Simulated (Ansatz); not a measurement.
TiO2 (I4₁/amd, No. 141, 6 atoms in the cell; start mp-34688; metastable phase), treated with r²SCAN+rVV10 (plane waves, PAW; Ansatz, a first-principles code).

Run with plane-wave cutoff 560 eV, 10×10×8 k mesh (along the axes of the cell as run), Fermi–Dirac smearing 0.01 eV, no spin polarisation, scalar-relativistic PAW data made under PBE.

Cell (relaxed at this level):

TiO$_{2}$ is taken in the tetragonal space group I4₁/amd, origin choice 1 (No. 141), the anatase structure, Pearson symbol tI12. Conventional cell: a = b = 3.775 Å, c = 9.530 Å, α = β = γ = 90.00°. Ti on 4a is surrounded by 6 O at 1.930–1.983 Å. O on 8e is coordinated by 3 Ti at 1.930–1.983 Å. (Neighbours: up to the widest gap in distance over summed covalent radii, below 1.35, at either atom; cation-cation and far metal-metal contacts left out.)
(The calculation used a cell of 6 atoms; values per cell refer to that cell.)

### Question
Estimate the band gap and Γ–Γ gap that the calculation returns.

### Answer

- band gap: 2.53 eV (on the SCF k mesh)
- Γ–Γ gap: 3.01 eV

Note: the relaxation could not lower the start's symmetry, so the cell can be a saddle point above a distorted one.

Computed values are for the static lattice.

It cost roughly 6 core-minutes of CPU time.

A start named mp-… is a Materials Project structure, which need not be a measured phase.
